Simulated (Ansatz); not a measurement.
The starting structures come from a database of crystals and need not be the phases stable at ambient conditions.

By PBEsol, the system below comes out a metal.

The ballistic (Sharvin) conductance counts the channels at the Fermi level: G/A = (e²/h) × channels of both spins per area.

```
Ti
1.0
    2.84750     0.00000     0.00000
    0.00000     2.84750     0.00000
    1.42375    -1.42375     2.01348
Ti
1
Direct
  0.00000   0.00000   0.00000
```

Space group of this cell: Fm-3m, fcc (Cu type). The cell is strained (all lengths scaled by 0.98); by PBEsol its mean pressure is 2.6 GPa.

The current flows along the normal of the first two printed cell vectors, the (001) plane of the conventional cell. No spin-orbit coupling; the value is a mean over 0.1 eV about the Fermi level.

**Question.** State the ballistic conductance per area according to PBEsol run with Ansatz (a quantum-chemistry and plane-wave program).

**Answer.** 1.4 × 10¹⁵ S/m² for both spins.
